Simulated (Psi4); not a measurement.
Psi4 1.11, B3LYP/def2-svpd: Ga(OH)(OMe)(NH2) (C[O][Ga]([NH2])[OH]), 11 atoms. The geometry is a generated start, not checked to be a minimum at this level.

| Property | Result |
|---|---|
| task | energy |
| method | b3lyp |
| basis | def2-svpd |
| memory | 3 GB |
| maxiter | 100 |
| keys of the molecule block | symmetry c1 |
| scf_type | df (default) |
| e_convergence | 1e-06 (default) |
| d_convergence | 1e-06 (default) |
| dft_radial_points | 75 (default) |
| dft_spherical_points | 302 (default) |
| basis functions | 172 |
| grid points | 238447 |

```xyz
11

Ga     0.4742     0.0850     0.8000
O      1.6498    -0.5075     1.9253
H      2.0053     0.0617     2.6078
O      0.3652    -0.9792    -0.5868
C     -0.4078    -1.0219    -1.7698
H     -0.3764    -0.0745    -2.3150
H      0.0236    -1.8047    -2.4021
H     -1.4511    -1.2770    -1.5617
N     -0.3925     1.7157     1.0147
H     -0.7588     1.8981     1.9415
H     -1.1315     1.9043     0.3461
```

With the defaults (diis = true, scf_initial_accelerator = adiis, damping_percentage = 0, diis_max_vecs = 10, guess = auto, which took SAD, soscf = false, soscf_start_convergence = 0.01, level_shift = 0, level_shift_cutoff = 0.01, diis_start = 1) it converges in 10 SCF iterations. One run each on 2 threads, with these changes:
- diis = false, scf_initial_accelerator = none, damping_percentage = 60
- soscf = true, soscf_start_convergence = 0.001
- level_shift = 0.1, level_shift_cutoff = 0.001
- scf_initial_accelerator = none
- guess = huckel
- guess = sadno
- soscf = true, soscf_start_convergence = 0.1
- diis_start = 4
- diis_max_vecs = 20

Task: Which of these changes keep the SCF from converging, or lead it to another solution?

Result: No convergence: diis = false, scf_initial_accelerator = none, damping_percentage = 60 (the run ends without SCF convergence in 100 iterations). The rest reach the solution of the defaults.

| setting | SCF iterations | JK calls | end |
|---|---|---|---|
| soscf = true, soscf_start_convergence = 0.1 | 7 | 28 | same solution |
| soscf = true, soscf_start_convergence = 0.001 | 8 | 19 | same solution |
| the defaults | 10 | 11 | same solution |
| diis_max_vecs = 20 | 10 | 11 | same solution |
| guess = sadno | 10 | 10 | same solution |
| guess = huckel | 10 | 40 | same solution |
| level_shift = 0.1, level_shift_cutoff = 0.001 | 12 | 13 | same solution |
| scf_initial_accelerator = none | 12 | 13 | same solution |
| diis_start = 4 | 19 | 20 | same solution |
| diis = false, scf_initial_accelerator = none, damping_percentage = 60 | 100 | 101 | no convergence |

An SOSCF iteration holds several JK calls; a Hückel guess adds calls on atoms. 2 further runs of the study ended by our limits or in an error and are left out.
